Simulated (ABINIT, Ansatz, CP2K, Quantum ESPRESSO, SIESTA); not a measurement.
**BN (P6_3/mmc, 4 atoms in the cell) computed with different codes at matched settings**

Self-consistent single point.

```xyz
4
Lattice="1.2231 -2.1184 0.0000 1.2231 2.1184 0.0000 0.0000 0.0000 6.5062" Properties=species:S:1:pos:R:3 pbc="T T T"
B      1.2231     0.7061     1.6265
B      1.2231    -0.7061     4.8796
N      1.2231    -0.7061     1.6265
N      1.2231     0.7061     4.8796
```

All programs got the same cell, k-point mesh and kind of occupations (in Ansatz's words: kpoints.mp_grid.grid = 10 10 4; scf.occupations.method = fermi_dirac; scf.occupations.width = 0.05 eV); potentials, basis and cutoffs are each program's usual ones.

| code | model | pressure (GPa) | k-points | cutoff |
|---|---|---|---|---|
| Ansatz | PBE, default PAW files | 22.36 | 42 | default |
| ABINIT | PBE, norm-conserving pseudopotentials (PseudoDojo nc-sr-05 PBE standard) | 22.55 | 42 | 42 Ha |
| Quantum ESPRESSO | PBE, GBRV 1.5 ultrasoft (PBE) pseudopotentials | 22.75 | 42 | 40 Ry |
| CP2K | PBE, GPW, DZVP-MOLOPT-SR-GTH basis, GTH-PBE potentials (GTH_POTENTIALS) | 23.79 | 204 | grid 400 Ry |
| SIESTA | GGA PBE, numerical atomic orbitals DZP, PseudoDojo PBE standard norm-conserving potentials (rewritten from UPF to PSML) | 25.88 | 227 | grid 350 Ry |

The spread over the programs that give each value: pressure within 3.52 GPa.

The starting cell has typed, rounded lattice constants, without a prior relaxation at this level. Its lattice was rescaled by a random factor within 2.5 % of one. On Ansatz's run: In the base run, with a pressure of about 23 GPa the cell is away from its equilibrium volume at this level. A gap is left out here, as mesh or smearing make it unsure.

### Question
Why do the programs differ, and what cannot be compared?

### Answer
Differences of this kind can come from the potentials, where these differ, and from what each basis and cutoff leave unconverged. The zero of total energies and Fermi levels follows the potentials and each program's conventions, so they are not compared here. CP2K and SIESTA use small atom-centred bases, whose incompleteness enters pressures, forces and empty levels differently from a plane-wave cutoff. Ansatz's pressure is given at a fixed set of plane waves, as the other plane-wave codes print theirs; with its correction for the finite basis it is 22.97 GPa (the shift of 0.61 GPa shows how far the cutoff is from converged). The programs reduce the same mesh by symmetry to different extents, which changes the work and not the result. In the pressure, CP2K (by 1.24) and SIESTA (by 3.34) lie more than 1 GPa from the median of the plane-wave programs.

This mesh misses zone-boundary points where a band edge of such crystals can lie, so no gaps are given.

Left out of this page: GPAW, Elk and FLEUR (not drawn, or without a comparable value).

Ansatz is a program for electronic structure.

Keys are those of Ansatz 0.2.
